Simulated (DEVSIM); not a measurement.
System: Schottky contact on p-type Si, at 300 K.

```tsv
layer (left to right)	material	thickness (μm)	Na (cm⁻³)	τn (s)	τp (s)
1	Si	18.0	4.2e16	6.6e-7	6.6e-7
```

Left contact: Schottky, work function 4.524 eV, emission velocity 6.7e6 cm/s. Right contact: ohmic. Voltage is applied to the left contact. Recombination: SRH at mid-gap. Mobility is constant in doping.

This is a model device: material constants are rounded textbook-type values typed into the input, and sizes, dopings and lifetimes were drawn at random. Values at 300 K.

| parameter | Si |
|---|---|
| gap (eV) | 1.124 |
| affinity (eV) | 4.05 |
| permittivity | 11.7 |
| Nc (cm⁻³) | 2.86e19 |
| Nv (cm⁻³) | 3.1e19 |
| μn (cm²/Vs) | 1417 |
| μp (cm²/Vs) | 470 |

DEVSIM, 1D drift-diffusion, Boltzmann statistics, complete ionisation; no tunnelling, impact ionisation, image-force lowering or self-heating. Metal contacts follow the ideal Schottky-Mott rule: no Fermi-level pinning, no interface dipoles.

The thickness of layer 1 was swept, all else fixed.

| thickness of layer 1 (μm) | dark forward voltage at 100 A/cm² (V) |
|---|---|
| 3.6 | 0.343 |
| 6.3 | (withheld) |
| 11 | 0.367 |
| 18 | 0.389 |
| 31 | 0.430 |
| 54 | 0.501 |
| 90 | 0.615 |

Complete the blanks.


- 6.3, dark forward voltage at 100 A/cm² (V): 0.350
